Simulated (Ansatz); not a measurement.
Cells marked so need not be the phases stable at ambient conditions, and some may be hypothetical.

The gap is the functional's own, uncorrected, and κ follows it; spin-orbit coupling is left out. Mid-gap values are interpolated between the computed energies.

A. Y2ZnSe4 (Fd-3m, spinel, not sure to be the ambient phase, 14 atoms a cell, 27.6 Å³ an atom), along the normal of (001)
B. BaNb₂V₂O₁₁ (R-3m, not sure to be the ambient phase, 16 atoms a cell, 16.7 Å³ an atom, -8 GPa at this level), along the normal of (101)
C. Sb2O3 (Fd-3m, not sure to be the ambient phase, 20 atoms a cell, 17.2 Å³ an atom, -2 GPa at this level), along the normal of (001)

Problem. Order them by mid-gap decay constant of the slowest evanescent state (highest first) at the level r2SCAN in Ansatz (a quantum-chemistry and plane-wave program).

Solution. C (0.40 1/Å), B (0.31 1/Å), A (0.10 1/Å)
